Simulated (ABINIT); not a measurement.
Worked example: self-consistent single point of Li₂CuIrF₆ (Fm-3m, 10 atoms in the cell) in ABINIT.

Computed with PW91, PAW (JTH v2.0 PBE PAW, files made for PBE) (plane waves; ABINIT).

```xyz
10
Lattice="0.0000 4.1231 4.1231 4.1231 0.0000 4.1231 4.1231 4.1231 0.0000" Properties=species:S:1:pos:R:3 pbc="T T T"
Li     2.0615     2.0615     2.0615
Li     6.1846     6.1846     6.1846
Cu     4.1231     4.1231     4.1231
Ir     0.0000     0.0000     0.0000
F      4.1231     4.1231     2.0541
F      4.1231     4.1231     6.1920
F      2.0541     4.1231     4.1231
F      6.1920     4.1231     4.1231
F      4.1231     2.0541     4.1231
F      4.1231     6.1920     4.1231
```

Reference input (self-consistent single point, DFT, PBEsol, plane waves, PAW (JTH v2.0 PBE PAW, files made for PBE)): pseudos = [Li.GGA_PBE-JTH.xml, Cu.GGA_PBE-JTH.xml, Ir.GGA_PBE-JTH.xml, F.GGA_PBE-JTH.xml]; ecut = 60 Ry; pawecutdg = 120 Ry; pawxcdev = 0; ixc = -116133; occopt = 1; ngkpt = 3 3 3; nshiftk = 1; shiftk = 0 0 0; potentials = JTH v2.0 PBE PAW; nband = 45; kptopt = 1. This run's input differs from it in these lines:

```diff
@@ -27,3 +27,3 @@
 pawxcdev 0
-ixc -116133
+ixc -109134
 occopt 1
```

Output, abridged:

```
--- !BeginCycle
solver: {iscf: 17, nstep: 80, nline: 4, wfoptalg: 10, }
tolerances: {tolvrs: 1.00E-11, }
...

     iter   Etot(hartree)      deltaE(h)  residm     nres2
 ETOT  1  -430.64024834647    -4.306E+02 2.569E+01 5.165E+01
 ETOT  2  -437.34584749640    -6.706E+00 3.549E-01 3.043E+02
 ETOT  3  -437.10314678898     2.427E-01 5.372E-02 9.403E+01
 ETOT  4  -437.03378286998     6.936E-02 1.811E-02 4.473E+01
 ETOT  5  -437.00989804696     2.388E-02 1.470E-02 4.364E+01
   [... 14 lines left out ...]
 ETOT 20  -436.97681013475     1.654E-11 2.637E-05 4.482E-09
 ETOT 21  -436.97681013477    -2.041E-11 5.996E-06 5.224E-10
 ETOT 22  -436.97681013475     2.007E-11 1.729E-05 2.520E-10
 ETOT 23  -436.97681013477    -1.762E-11 5.487E-06 6.261E-12
 At SCF step   23       nres2   =  6.26E-12 < tolvrs=  1.00E-11 =>converged.

 Cartesian components of stress tensor (hartree/bohr^3)
  sigma(1 1)=  3.69401916E-05  sigma(3 2)=  0.00000000E+00
  sigma(2 2)=  3.69401916E-05  sigma(3 1)=  0.00000000E+00
  sigma(3 3)=  3.69401916E-05  sigma(2 1)=  0.00000000E+00

 ----iterations are completed or convergence reached----

 reduced coordinates (array xred) for   10 atoms
       0.249999997812      0.249999997812      0.249999997812
       0.749999997812      0.749999997812      0.749999997812
       0.499999997812      0.499999997812      0.499999997812
      -0.000000002188     -0.000000002188     -0.000000002188
       0.249099998909      0.249099998909      0.750899996715
       0.750899996715      0.750899996715      0.249099998909
   [... lines left out ...]
 Fermi (or HOMO) energy (hartree) =   0.08968   Average Vxc (hartree)=  -0.31371
 Fermi (or HOMO) energy (eV) =   2.44043   Average Vxc (eV)=  -8.53655
   [... lines left out ...]
local_psp           : -4.21233747455669E+02
total_energy        : -4.36976810554789E+02
total_energy_eV     : -1.18907437299249E+04
...

-Cartesian components of stress tensor (GPa)         [Pressure= -1.0868E+00 GPa]
- sigma(1 1)=  1.08681778E+00  sigma(3 2)=  0.00000000E+00
- sigma(2 2)=  1.08681778E+00  sigma(3 1)=  0.00000000E+00
- sigma(3 3)=  1.08681778E+00  sigma(2 1)=  0.00000000E+00

 Calculation completed.
```

The run converged in 23 iterations. Against the reference run the pressure goes from -4.18 to -1.09 GPa, the largest force goes from 0.204 to 0.107 eV/Å and the gap on the mesh goes from 0.905 to 0.918 eV.

The starting cell comes from a database of computed structures (which also holds hypothetical and non-ambient phases and stackings), without a prior relaxation at this level. Spin-orbit coupling is off. The potentials were made for another functional than the one used.

Cost on one core of a shared machine: roughly 5 min.
